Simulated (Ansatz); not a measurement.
The reference is Cu$_{3}$N (space group Pm-3m, No. 221; a = 3.827 Å). Axes: x, y, z lie along the cube axes.

All numbers come from Kohn–Sham DFT with the PBE functional, run in Ansatz (a first-principles code) with PAW and 420 eV plane waves, spin-orbit coupling left out.

Base values:

| Quantity | Result |
|---|---|
| Valley order | M along ⟨110⟩ 0.22 eV; Γ 0.97 eV; X along ⟨100⟩ 1.52 eV |
| Pressure | 0.00 GPa |

Now apply this change: biaxial strain +0.60 %, plane normal [001], relaxed out of plane (Cartesian); in-plane vectors clamped, the third vector and the atoms free.

Problem. Predict the new valley order, pressure and energy relative to the base.

Solution. The valley order (the lowest conduction-band minima on the path, energy above the VBM, named in the base's zone) goes from M along ⟨110⟩ 0.22 eV; Γ 0.97 eV; X along ⟨100⟩ 1.52 eV to M along [110] 0.25 eV; M along [011] 0.25 eV; Γ 0.94 eV; X along [001] 1.47 eV; the pressure (mean of the normal stresses, compression positive) goes from zero to -1.04 GPa; the energy increases by 0.8 meV/atom.

The levels and masses belong to the bands next to the band gap. No phonon test of stability was made. The final runs are not spin-polarised.
